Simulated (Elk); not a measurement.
Band structure of Rb (Im-3m, 1 atom in the cell).

```
Rb
1.0
   -2.78262     2.78262     2.78262
    2.78262    -2.78262     2.78262
    2.78262     2.78262    -2.78262
Rb
1
Cartesian
  0.00000   0.00000   0.00000
```

Method: PBE, all-electron FP-LAPW, Elk's shipped species files, APW+lo basis with extra local orbitals (Elk 10.2.4).

Settings: xctype = 20; rgkmax = 7.5; stype = 0; swidth = 0.00999582 Ha; ngridk = 11 11 11; gmaxvr = 16 1/bohr; nxlo = 2; lorbcnd = true; lmaxi = 3.

The starting cell has typed, rounded lattice constants, without a prior relaxation at this level. Its lattice was rescaled by a random factor within 2.5 % of one. Values depend on the basis (sphere radii, cutoffs, local orbitals), which need not be converged.

Levels in eV from the Fermi level, bands 1 to 8:
```csv
point,1,2,3,4,5,6,7,8
Γ,-28.88,-12.92,-12.92,-12.92,-2.04,3.71,3.71,3.71
H,-28.87,-13.00,-13.00,-13.00,1.21,1.21,3.40,3.40
N,-28.87,-13.03,-12.96,-12.92,0.22,0.83,2.58,4.35
P,-28.87,-12.97,-12.97,-12.97,1.32,1.32,1.32,2.75
```

Bands cross the Fermi level along this path, so the cell is metallic at this level.
